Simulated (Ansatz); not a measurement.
# What x(Rh) = 0.75, 4 atoms, C2/m does to Ag

Take Ag in the fcc (Cu type) structure (space group Fm-3m, No. 225; a = 4.105 Å) as the base.

The other end (x = 1) is Rh in the fcc (Cu type) structure (space group Fm-3m, No. 225): 13.72 Å³/atom, gap zero.

Perturbation: Rh replaces 75.0 % of the Ag, ordered in a cell of 4 atoms (starting symmetry C2/m) and fully relaxed.

The values are results of Ansatz (an electronic-structure program), r2SCAN, PAW, cutoff 500 eV, scalar-relativistic without spin-orbit coupling, not measurements. k-mesh 18×18×10 (Γ-centred); smearing 0.05 eV (Fermi–Dirac), for the changed cell.

The volume per atom shrinks by 2.771 Å³ to 14.52 Å³ and the shortest interatomic distance shrinks by 0.4624 bohr, from 5.486 bohr to 5.023 bohr. The band gap remains zero and the mixing energy amounts to +0.20 eV/atom (to 0.01 eV only: unlike meshes or grids). The deviation of the volume from the linear (Vegard-type) interpolation comes out as -0.6 %.

These are small ordered cells, not random alloys; other orderings at the same x differ. Whether these cells are dynamically stable was not tested. The final runs are not spin-polarised.
